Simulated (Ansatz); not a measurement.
# YWN3: response to strain

Take YWN$_{3}$ (space group R3c, No. 161; a cell from a computed database, its experimental status unchecked) as the base.

```
CELL_PARAMETERS angstrom
      2.76159     1.59440     4.53110
     -2.76159     1.59440     4.53110
      0.00000    -3.18880     4.53110
ATOMIC_POSITIONS crystal
  Y  0.26564 0.26564 0.26564
  Y  0.76564 0.76564 0.76564
  W  0.50674 0.50674 0.50674
  W  0.00674 0.00674 0.00674
  N  0.15599 0.73148 0.32183
  N  0.73148 0.32183 0.15599
  N  0.32183 0.15599 0.73148
  N  0.82183 0.23148 0.65599
  N  0.65599 0.82183 0.23148
  N  0.23148 0.65599 0.82183
```

Cartesian axes are those of the cell as printed.

Strains are applied to the cell and any free atomic positions relax; under biaxial strain the out-of-plane vector relaxes too.

Method: DFT with PBEsol, PAW potentials and a 420 eV plane-wave cutoff in Ansatz (a program for electronic structure), no spin-orbit coupling.

Notes on the quantities. pressure: mean of the normal stresses, compression positive; band gap: an upper bound: an edge found on the path is not a true extremum; the base alone; energy relative to the base: free energy F.

| case | pressure | band gap | energy relative to the base | shortest interatomic distance |
|---|---|---|---|---|
| base | 0.00 GPa | 1.52 eV | 0 meV/atom | 1.887 Å |
| biaxial strain +0.98 %, plane normal [001], relaxed out of plane | -2.97 GPa | 1.52 eV | +3.3 meV/atom | 1.892 Å |
| isotropic strain −5.10 % | 49.63 GPa | 1.33 eV | +0.231 eV/atom | 1.843 Å |
| isotropic strain −3.98 % | 35.40 GPa | 1.36 eV | +134 meV/atom | 1.856 Å |

Spin-orbit coupling, missing from the scalar runs, can matter with W. Stability against distortions was not tested.
